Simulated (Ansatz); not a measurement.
Ansatz (a quantum-chemistry and plane-wave program) run on HgTe (F-43m, 2 atoms in the cell): self-consistent single point.

Method: PBE with spin-orbit coupling (plane waves, PAW; Ansatz).

```
CELL_PARAMETERS angstrom
      0.00000     3.34526     3.34526
      3.34526     0.00000     3.34526
      3.34526     3.34526     0.00000
ATOMIC_POSITIONS crystal
  Hg 0.00000 0.00000 0.00000
  Te 0.25000 0.25000 0.25000
```

Reference input (self-consistent single point, DFT, PBE, plane waves, default PAW files): kpoints.mp_grid.grid = 7 7 7; hamiltonian.xc = pbe; hamiltonian.pseudopotentials = {kind: paw} (the program's default PAW files); scf.occupations.method = gaussian; scf.occupations.width = 0.2 eV. This run's input differs from it in these lines:

Ansatz 0.2 input:
```diff
@@ -14,2 +14,5 @@
   pseudopotentials: { kind: paw }
+magnetization:
+  noncollinear: true
+  spin_orbit: true
 scf:
```

Output, abridged:

```
SCF iter   1: F=—  HF=-20837.189693 eV  |F-HF|=—  |Δ(HF+E_count)|=         —  Δρ=1.87e-2  dr2=3.49e-1  dr2_m=0.00e0 (ungated)  ethr=3.10e-3  |M|=0.00e0 ∫|m|=0.00e0 μB  |m|>n=0.0e0 m-floor=0.0e0 τ_xc=0.0e0  β_m=0.30  ⟨swp⟩=9.4  Hψ=4377  notcnv=0
all-band conjugate gradients solve this SCF's bands
preconditioner: auto → none
   [... lines left out ...]
SCF iter   6: F=—  HF=-20837.113738 eV  |F-HF|=—  |Δ(HF+E_count)|=   3.82e-5  Δρ=4.03e-5  dr2=4.26e-7  dr2_m=0.00e0 (ungated)  ethr=2.24e-8  |M|=0.00e0 ∫|m|=0.00e0 μB  |m|>n=0.0e0 m-floor=0.0e0 τ_xc=0.0e0  β_m=0.74  ⟨swp⟩=3.0  Hψ=1570  notcnv=0  defer=39
SCF iter   7: F=-20837.113739 eV  HF=-20837.113739 eV  |F-HF|=5.81e-9  |Δ(HF+E_count)|=   5.26e-7  Δρ=4.55e-6  dr2=1.10e-8  dr2_m=0.00e0 (ungated)  ethr=2.78e-10  |M|=0.00e0 ∫|m|=0.00e0 μB  |m|>n=0.0e0 m-floor=0.0e0 τ_xc=0.0e0  ⟨swp⟩=10.9  Hψ=3842  notcnv=0
SCF 1 converged in 7 iterations: F = -20837.113739 eV  dr2 = 1.10e-8
Magnetization: |M| = 0.0000 μB,  M = (+0.0000, +0.0000, +0.0000) μB
Absolute magnetization: 0.0000 μB (∫|m|)
  site 0: m = (+0.0000, +0.0000, +0.0000) μB, |m| = 0.0000 μB  (R = 1.20 Å)
  site 1: m = (+0.0000, +0.0000, +0.0000) μB, |m| = 0.0000 μB  (R = 1.20 Å)
Free energy (F): -20837.113739 eV
Internal energy: -20837.112235 eV  (E = F + TS)
E sigma→0 (E₀):  -20837.112987 eV
Entropy (-TS):   -0.001504 eV (-0.752 meV/atom)
Fermi energy:    7.472915 eV
--- Forces (eV/Å), atoms counted from 1 ---
  atom   1  Hg     0.00000000    -0.00000000     0.00000000
  atom   2  Te    -0.00000000     0.00000000     0.00000000
--- Stress (GPa, compression-positive) ---
       -0.870106       0.000000      -0.000000
       -0.000000      -0.870106       0.000000
       -0.000000       0.000000      -0.870106
  P = ⅓ Tr σ = -0.8701 GPa (-8.701 kbar)
  The stress holds the Pulay correction. Without it, at fixed plane waves, as pw.x and ABINIT print it: P = -0.8997 GPa
```

The run converged in 7 iterations. Against the reference run the pressure goes from -0.56 to -0.87 GPa.

The starting cell comes from a database of computed structures (which also holds hypothetical and non-ambient phases and stackings), without a prior relaxation at this level. Its lattice was rescaled by a random factor within 2.5 % of one. Ansatz's pressure includes its estimate of the finite-basis (Pulay) stress. The run gives no clean gap (levels at the Fermi energy touch, overlap or are partly filled at this smearing), which alone does not show that the compound is a metal.
